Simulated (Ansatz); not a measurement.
# Re, pressure series

Start from Re in the hcp (Mg type) structure (space group P6_3/mmc, No. 194; a = 2.7751 Å, c = 4.4830 Å).

Cell and atoms are relaxed at each pressure.

Method: Kohn–Sham DFT with the PBE functional, run in Ansatz (a first-principles code) with PAW and 420 eV plane waves, without spin-orbit coupling.

Notes on the quantities. enthalpy: H = E + PV relative to the base's energy.

```csv
variant,enthalpy,density
base,–,20.68 g/cm³
pressure −2 GPa,-0.19 eV/atom,20.57 g/cm³
pressure −1 GPa,-0.09 eV/atom,20.62 g/cm³
pressure 3 GPa,+0.28 eV/atom,20.85 g/cm³
pressure 7 GPa,+0.65 eV/atom,21.07 g/cm³
pressure 15 GPa,+1.37 eV/atom,21.48 g/cm³
pressure 30 GPa,+2.70 eV/atom,22.19 g/cm³
pressure 50 GPa,+4.40 eV/atom,23.05 g/cm³
pressure 75 GPa,+6.45 eV/atom,24.00 g/cm³
pressure 100 GPa,+8.43 eV/atom,24.86 g/cm³
```

Load acts through the strain it causes; cell and atoms are relaxed under it. Whether these cells are dynamically stable was not tested. Competing high-pressure phases were not computed. All final runs are without spin polarisation.
